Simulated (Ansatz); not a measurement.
Be interstitial in zinc-blende AlP

Method: PBE, PAW (plane waves to 420 eV; Ansatz, a first-principles code). The supercell holds 64 host sites (2×2×2 repeats of the unit cell), with a 2×2×2 shifted k-point sampling for the final energies. Site at the start: void with 4P nearest. Energies of charged states are corrected for periodic images (point charge plus alignment at distant sites). Dielectric constants: PBE linear response of the host. Host gap at this level: 1.63 eV. Finite-size and sampling errors can reach tenths of an eV here. Levels are measured in PBE's own, too narrow, gap. Spin–orbit coupling is left out. Each state is the lowest found from its start.

Formation energies E_f are given with the Fermi level at the valence-band maximum. Chemical conditions: P-rich (Δμ(Be) = -1.05 eV, bounded by BeP2 (C2/c); only phases computed here count, gases as isolated molecules at 0 K). Reference phases: Be: hcp Be.

The name describes the start; the neighbours show where the added atom ended.

```csv
charge,moment (μB),largest move off a lattice site (Å),neighbours of the added atom at the end (Å),image correction with alignment (eV),"E_f, P-rich (eV)"
+2,not spin-polarised,0.10,"P 2.31, P 2.31, P 2.31, P 2.31",0.76,1.05
+1†,1.0,0.08,"P 2.31, P 2.31, P 2.31, P 2.31",0.24,–
0*,not spin-polarised,0.07,"P 2.31, P 2.31, P 2.31, P 2.31",–,–
```

* At this level the carrier isn't localised at the defect: at charge 0 electrons occupy the conduction band. Such a state is shallow or no state of the defect, and this cell gives it no level.

† Not settled in this cell, so no level is given: charge +1: a level filled in part, carriers not clearly localised.

No other site or start that was run ended lower by more than 0.1 eV.
